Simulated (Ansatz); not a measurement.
```
CELL_PARAMETERS angstrom
      3.17056     0.00000     0.00000
     -1.58528     2.74578     0.00000
      0.00000     0.00000    15.46895
ATOMIC_POSITIONS crystal
  Ga 0.66667 0.33333 0.66825
  Ga 0.66667 0.33333 0.33252
  Al 0.66667 0.33333 0.00079
  Ga 0.33333 0.66667 0.83604
  Ga 0.33333 0.66667 0.50038
  Ga 0.33333 0.66667 0.16445
  N  0.66667 0.33333 0.87825
  N  0.66667 0.33333 0.54191
  N  0.66667 0.33333 0.20619
  N  0.33333 0.66667 0.70976
  N  0.33333 0.66667 0.37404
  N  0.33333 0.66667 0.03782
```

No spin polarisation.

All numbers come from PBEsol (Ansatz, a program for electronic structure, PAW, without spin-orbit coupling). Γ-centred 12×12×3 mesh, Fermi–Dirac width 0.05 eV.

Task: What is the computed band gap?

Result: 2.12 eV.

Task: Predict the valence-band top at Γ (three highest levels, from the VBM).

Result: 0.00, 0.00, -0.11 eV.

Task: What gap character (in this cell's own zone, which can be folded) does the calculation give?

Result: Direct at Γ.

These are small ordered cells, not random alloys; other orderings at the same x differ. Stability against distortions was not tested. The cell was made from AlN by this change: x(Ga) = 0.833, 12 atoms, P3m1.
